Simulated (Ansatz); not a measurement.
Base system: CdSe in the wurtzite structure (space group P6_3mc, No. 186; a = 4.3400 Å, c = 7.0780 Å). Axes: x lies along a and z along c of the hexagonal cell.

Levels (all Ansatz, a quantum-chemistry and plane-wave program, PAW): r2SCAN (500 eV, no spin-orbit coupling); HSE06 (420 eV, spin-orbit coupling left out).

Its gap is 1.11 eV with r2SCAN and 1.54 eV with HSE06.

Modification: uniaxial strain ε_zz = −1.36 %, all other strain components held at zero; the atoms relax in the strained cell.

With r2SCAN the gap becomes 1.16 eV.

**Question.** If the HSE06 correction stayed the same, what would the HSE06 gap be, and what does the HSE06 run give?

**Answer.** A rigid correction of +0.43 eV gives 1.59 eV. The HSE06 run gives 1.60 eV, so the two effects roughly add.

Single points use the geometry relaxed with r2SCAN. Stability against distortions was not tested.
